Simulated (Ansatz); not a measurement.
**A computed series for CdS: pressure series**

Take CdS in the wurtzite structure (space group P6_3mc, No. 186) as the base.

Space group P6₃mc (No. 186); a = b = 4.1244 Å, c = 6.7082 Å, α = β = 90.00°, γ = 120.00°

```json
[
 {"atom": "Cd", "site": "2b", "symmetry": "3m.", "x": "0.3333", "y": "0.6667", "z": "0.0002"},
 {"atom": "S", "site": "2b", "symmetry": "3m.", "x": "0.3333", "y": "0.6667", "z": "0.3768"}
]
```

Cell and atoms are relaxed at each pressure.

Computed with PBEsol/PAW in Ansatz (a first-principles code), without spin-orbit coupling.

Candidates:
(a) pressure 0.9 GPa
(b) pressure 4.5 GPa
(c) pressure 9 GPa
(d) pressure 15 GPa

Base values:

| Quantity | Result |
|---|---|
| Band gap | 1.09 eV |

Q: Order them by band gap, highest first.

A: (d) pressure 15 GPa (1.40 eV), (c) pressure 9 GPa (1.32 eV), (b) pressure 4.5 GPa (1.23 eV), (a) pressure 0.9 GPa (1.12 eV)

Load acts through the strain it causes; cell and atoms are relaxed under it. No phonon test of stability was made. Measured, CdS leaves this structure (for rock salt) near 2.54 GPa (temperature not stated; as listed in Datta, Sujoy, Jana, Debnarayan, arXiv (2020)), on rising pressure, with hysteresis.
